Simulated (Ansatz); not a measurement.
Hypothetical anti-fluorite Tl2O under a change: pressure 3 GPa

Consider Tl₂O in the anti-fluorite structure (space group Fm-3m, No. 225; a = 6.4314 Å; a hypothetical phase, not in the database extracts checked).

Perturbation: cell and atoms relaxed at a pressure of 3 GPa.

The values are results of PBEsol in Ansatz (plane waves to 420 eV, PAW, spin-orbit coupling left out), not measurements. Settings: 13×13×13 k-points, 0.05 eV Fermi–Dirac smearing.

```csv
quantity,base,changed,shift
volume per atom,22.17 Å³,21.01 Å³,-1.16 Å³
density,10.61 g/cm³,11.19 g/cm³,+0.586 g/cm³
enthalpy H = E + PV relative to the base's energy,–,+0.40 eV/atom,–
band gap,zero,zero,–
```

Final structure:

```
CELL_PARAMETERS angstrom
      0.00000     3.15861     3.15861
      3.15861     0.00000     3.15861
      3.15861     3.15861     0.00000
ATOMIC_POSITIONS crystal
  O  0.00000 0.00000 0.00000
  Tl 0.25000 0.25000 0.25000
  Tl 0.75000 0.75000 0.75000
```

With Tl present, leaving out spin-orbit coupling can change the band edges. Load acts through the strain it causes; cell and atoms are relaxed under it. Whether these cells are dynamically stable was not tested. All final runs are without spin polarisation. The zero or small gap of Tl2O can change with the level of theory.

Ansatz is a first-principles code.
